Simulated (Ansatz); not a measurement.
## Effect of tensor shear ε_xz = +1.67 % on PbO2

The parent structure is PbO2 in the rutile structure (space group P4_2/mnm, No. 136; a = 4.998 Å, c = 3.411 Å). Axes: x, y, z lie along a, b, c of the conventional cell.

Perturbation: a pure shear with ε_xz = ε_zx = 0.0167; the atoms relax in the strained cell.

Level of theory: PBEsol in Ansatz (plane waves to 420 eV, PAW, spin-orbit coupling left out). Γ-centred 7×7×10 mesh, Fermi–Dirac width 0.05 eV.

```csv
quantity,base,changed,shift
volume per atom,14.20 Å³,14.20 Å³,0.00 Å³
space group,P4_2/mnm (No. 136),P2_1/c (No. 14),–
shortest interatomic distance,2.174 Å,2.167 Å,-0.007 Å
energy relative to the base (free energy F),0 meV/atom,+1.9 meV/atom,+1.9 meV/atom
"pressure (mean of the normal stresses, compression positive)",0.0 GPa,-0.2 GPa,-0.2 GPa
band gap (uncertain: the edges found look like a band crossing or inverted bands; the changed cell),zero,0.12 eV,–
largest internal atomic displacement,–,0.099 Å,–
"stress (xx, yy, zz, yz, xz, xy; compression positive) (rough)",–,"(-0.3, 0.0, -0.3, 0.0, -1.3, 0.0) GPa",–
```

Cost of the whole job for the changed cell (relaxation, final SCF and bands): very roughly 3 core-minutes.

Without a gap, meshes like the base's 7×7×10 leave anisotropic stresses uncertain by several tenths of a GPa, and small strain energies with them. With Pb present, leaving out spin-orbit coupling can change the band edges. Stability against distortions was not tested. The final runs are not spin-polarised. Gaps under 0.05 eV, about the width of the smearing, are given as zero. A zero or small gap of PbO2 can be the functional's error rather than a property of the material.

Ansatz is a program for electronic structure.
